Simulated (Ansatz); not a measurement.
## Zr: uniaxial strain ε_xx = +0.50 %

Base system: Zr in the hcp (Mg type) structure (space group P6_3/mmc, No. 194; a = 3.182 Å, c = 5.124 Å; relaxed with 0.1 eV smearing). Axes: x lies along a and z along c of the hexagonal cell.

Now apply this change: uniaxial strain ε_xx = +0.50 %, all other strain components held at zero; the atoms relax in the strained cell.

All numbers come from Ansatz (a first-principles code), PBEsol, PAW, cutoff 420 eV, scalar-relativistic without spin-orbit coupling. k-mesh 21×21×11 (Γ-centred); smearing 0.1 eV (Fermi–Dirac).

The volume per atom rises by 0.11 Å³, from 22.47 Å³ to 22.58 Å³ and the space group changes from P6_3/mmc (No. 194) to Cmcm (No. 63). The shortest interatomic distance stays essentially unchanged (3.153 Å against 3.154 Å) and the energy stays essentially unchanged. The pressure (mean of the normal stresses, compression positive) goes from zero to -0.5 GPa and the band gap is still zero. The stress (xx, yy, zz, yz, xz, xy; compression positive) comes out as (-0.7, -0.4, -0.4, 0.0, 0.0, 0.0) GPa.

Final structure:

```xyz
2
Lattice="3.1984 0.0000 0.0000 -1.5992 2.7561 0.0000 0.0000 0.0000 5.1235" Properties=species:S:1:pos:R:3 pbc="T T T"
Zr     1.5992     0.9233     3.8426
Zr     0.0000     1.8328     1.2809
```

No phonon test of stability was made. The final runs are not spin-polarised.
